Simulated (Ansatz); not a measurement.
The parent structure is CdS in the zinc blende structure (space group F-43m, No. 216; a = 5.878 Å). Axes: x, y, z lie along the cube axes.

Calculations: DFT with r2SCAN, PAW potentials and a 500 eV plane-wave cutoff in Ansatz (a quantum-chemistry and plane-wave program), no spin-orbit coupling.

Before the change:

| Property | Value |
|---|---|
| Shortest interatomic distance | 2.545 Å |
| Valence-band top at Γ | 0.00, 0.00, 0.00 eV |
| Band gap | 1.54 eV |

Now apply this change: a pure shear with ε_xy = ε_yx = 0.0143, atoms relaxed at fixed cell.

Question: Predict the new shortest interatomic distance.

Answer: The shortest interatomic distance falls by 0.002 Å (2.545 Å → 2.543 Å).

Question: Estimate the effect on the valence-band top at Γ.

Answer: The valence-band top at Γ (three highest levels, from the VBM) becomes 0.00, -0.06, -0.11 eV (base: 0.00, 0.00, 0.00 eV).

Question: Estimate the effect on the band gap.

Answer: The band gap drops by 0.06 eV (1.54 eV → 1.48 eV).

Question: What does the calculation give for the energy relative to the base after the change?

Answer: The energy rises by 1.7 meV/atom.

Question: Predict the new stress.

Answer: The stress (xx, yy, zz, yz, xz, xy; compression positive) amounts to (-0.01, -0.01, -0.01, 0.00, 0.00, -0.74) GPa.

The cells carry an imposed strain or load. Stability against distortions was not tested.
